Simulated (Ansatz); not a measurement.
Consider TiO$_{2}$ in the rutile structure (space group P4_2/mnm, No. 136; a = 4.591 Å, c = 2.939 Å). Axes: x, y, z lie along a, b, c of the conventional cell.

All numbers come from PBEsol/PAW in Ansatz (a quantum-chemistry and plane-wave program), spin-orbit coupling left out.

Base values:

* **Electron mass**: 0.54 mₑ along c, 1.1 mₑ across (at Γ)

Modification: compressive biaxial strain of 1.20 % in the plane normal to [001], as in epitaxy on a mismatched substrate; the out-of-plane cell vector and the atoms relax.

**Question.** Estimate the effect on the electron mass.

**Answer.** The electron mass goes from 0.54 mₑ along c, 1.1 mₑ across (at Γ) to 0.54 mₑ out of plane, 1.1 mₑ in plane (at Γ).

**Question.** How does this affect the out-of-plane strain?

**Answer.** The out-of-plane strain amounts to +0.82 %.

The levels and masses belong to the bands next to the band gap. Masses are band curvatures over ±0.01 Å⁻¹ around the edge. Whether these cells are dynamically stable was not tested. The final runs are not spin-polarised.
